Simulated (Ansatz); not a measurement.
Ansatz (a program for electronic structure) run on Zr₃S₂ (R32, 5 atoms in the cell): self-consistent single point.

Method of the run: LDA (PW92), PAW files made with PBE (plane waves; Ansatz).

The change in words: lattice scaled by 0.98. Reference geometry:
```xyz
5
Lattice="2.9025 1.6758 3.4878 -2.9025 1.6758 3.4878 0.0000 -3.3516 3.4878" Properties=species:S:1:pos:R:3 pbc="T T T"
Zr    -1.9663     0.0000     5.2317
Zr     0.9831    -1.7029     5.2317
Zr     0.9831     1.7029     5.2317
S      0.0000     0.0000     3.5049
S      0.0000     0.0000     6.9584
```

Reference input (self-consistent single point, DFT, LDA (PW92), plane waves, PAW files made with PBE): kpoints.mp_grid.grid = 7 7 7; hamiltonian.xc = lda; hamiltonian.pseudopotentials = {kind: paw} (the program's default PAW files); scf.occupations.method = fermi_dirac; scf.occupations.width = 0.1 eV. This run's input differs from it in these lines:

Ansatz 0.2 input:
```diff
@@ -3,11 +3,11 @@
   lattice:
-    - [2.902540, 1.675782, 3.487773]
-    - [-2.902540, 1.675782, 3.487773]
-    - [0.000000, -3.351565, 3.487773]
+    - [2.844489, 1.642266, 3.418018]
+    - [-2.844489, 1.642266, 3.418018]
+    - [0.000000, -3.284534, 3.418018]
   atoms:
-    - { symbol: Zr, position_ang: [-1.966297, -0.000000, 5.231659] }
-    - { symbol: Zr, position_ang: [0.983148, -1.702863, 5.231660] }
-    - { symbol: Zr, position_ang: [0.983148, 1.702862, 5.231659] }
-    - { symbol: S, position_ang: [-0.000000, -0.000000, 3.504898] }
-    - { symbol: S, position_ang: [-0.000000, -0.000001, 6.958421] }
+    - { symbol: Zr, position_ang: [-1.926971, -0.000001, 5.127027] }
+    - { symbol: Zr, position_ang: [0.963485, -1.668807, 5.127027] }
+    - { symbol: Zr, position_ang: [0.963485, 1.668805, 5.127027] }
+    - { symbol: S, position_ang: [0.000000, -0.000001, 3.434800] }
+    - { symbol: S, position_ang: [-0.000000, -0.000001, 6.819254] }
 kpoints:
```

Log, with long lists cut:

```
SCF iter   1: F=—  HF=-13978.508065 eV  |F-HF|=—  |Δ(HF+E_count)|=         —  Δρ=3.93e-2  dr2=2.69e0  ethr=3.10e-3  ⟨swp⟩=6.7  Hψ=6154  notcnv=0
all-band conjugate gradients solve this SCF's bands
preconditioner: auto → Kerker (q_TF=auto, 2.431 Å⁻¹)
SCF iter   2: F=—  HF=-13977.932235 eV  |F-HF|=—  |Δ(HF+E_count)|=   5.76e-1  Δρ=1.95e-2  dr2=6.76e-1  ethr=3.10e-3  ⟨swp⟩=2.4  Hψ=2259  notcnv=0
   [... lines left out ...]
SCF iter   5: F=—  HF=-13977.721531 eV  |F-HF|=—  |Δ(HF+E_count)|=   1.14e-4  Δρ=1.68e-4  dr2=3.19e-5  ethr=1.71e-6  ⟨swp⟩=2.8  Hψ=2553  notcnv=0
SCF iter   6: F=—  HF=-13977.721530 eV  |F-HF|=—  |Δ(HF+E_count)|=   8.06e-7  Δρ=3.88e-5  dr2=2.04e-6  ethr=6.65e-8  ⟨swp⟩=2.3  Hψ=1871  notcnv=0
SCF iter   7: F=—  HF=-13977.721530 eV  |F-HF|=—  |Δ(HF+E_count)|=   4.80e-7  Δρ=1.05e-5  dr2=1.69e-7  ethr=4.25e-9  ⟨swp⟩=2.2  Hψ=1853  notcnv=0
SCF iter   8: F=-13977.721530 eV  HF=-13977.721530 eV  |F-HF|=4.25e-9  |Δ(HF+E_count)|=   3.87e-8  Δρ=2.45e-6  dr2=1.03e-8  ethr=2.08e-10  ⟨swp⟩=7.1  Hψ=5115  notcnv=0
SCF 1 converged in 8 iterations: F = -13977.721530 eV  dr2 = 1.03e-8
Free energy (F): -13977.721530 eV
Internal energy: -13977.624574 eV  (E = F + TS)
E sigma→0 (E₀):  -13977.673052 eV
Entropy (-TS):   -0.096956 eV (-19.391 meV/atom)
Fermi energy:    13.411776 eV
--- Forces (eV/Å), atoms counted from 1 ---
  atom   1  Zr     0.00942598     0.00000000     0.00000000
  atom   2  Zr    -0.00471299     0.00816313     0.00000000
  atom   3  Zr    -0.00471299    -0.00816313    -0.00000000
  atom   4  S     -0.00000000    -0.00000000     0.01774860
  atom   5  S     -0.00000000     0.00000000    -0.01774860
--- Stress (GPa, compression-positive) ---
       -0.034264       0.000000       0.000000
        0.000000      -0.034264       0.000000
        0.000000       0.000000      -0.350362
  P = ⅓ Tr σ = -0.1396 GPa (-1.396 kbar)
  The stress holds the Pulay correction. Without it, at fixed plane waves, as pw.x and ABINIT print it: P = -0.1695 GPa
```

The run converged in 8 iterations. Against the reference run the free energy falls by 29.9 meV/atom, the pressure goes from -7.47 to -0.14 GPa and the largest force goes from 0.166 to 0.018 eV/Å.

The starting cell comes from a database of computed structures (which also holds hypothetical and non-ambient phases and stackings), without a prior relaxation at this level. For this run, on top of that: lattice scaled by 0.98. Ansatz's pressure includes its estimate of the finite-basis (Pulay) stress.
